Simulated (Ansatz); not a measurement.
HfSiO4 (I4₁/amd, No. 141, 12 atoms in the cell; start COD 9000852), treated with HSE06 in Ansatz (plane waves, PAW).

Run with plane-wave cutoff 460 eV, 6×6×6 k mesh, Fermi–Dirac smearing 0.01 eV, scalar-relativistic PAW data made under PBE.

Cell (relaxed at this level):

Space group I4₁/amd, origin choice 1 (No. 141); a = b = 6.593 Å, c = 5.960 Å, α = β = γ = 90.00°

| atom | site | symmetry | x | y | z |
|---|---|---|---|---|---|
| Hf | 4a | -4m2 | 0.0000 | 0.0000 | 0.0000 |
| Si | 4b | -4m2 | 0.0000 | 0.0000 | 0.5000 |
| O | 16h | .m. | 0.3160 | 0.0000 | 0.0693 |
(The calculation used a cell of 12 atoms; values per cell refer to that cell.)

Problem. Give the computed band gap, smallest direct gap on the k points sampled and direct gap at Γ.

Solution. 
* **band gap**: 7.25 eV
* **smallest direct gap on the k points sampled**: 7.63 eV
* **direct gap at Γ**: 7.68 eV

Note: the relaxation could not lower the start's symmetry, so the cell can be a saddle point above a distorted one.

Spin–orbit coupling is not included.

The computed numbers hold no vibrational or temperature effects.

Ansatz is an electronic-structure program.
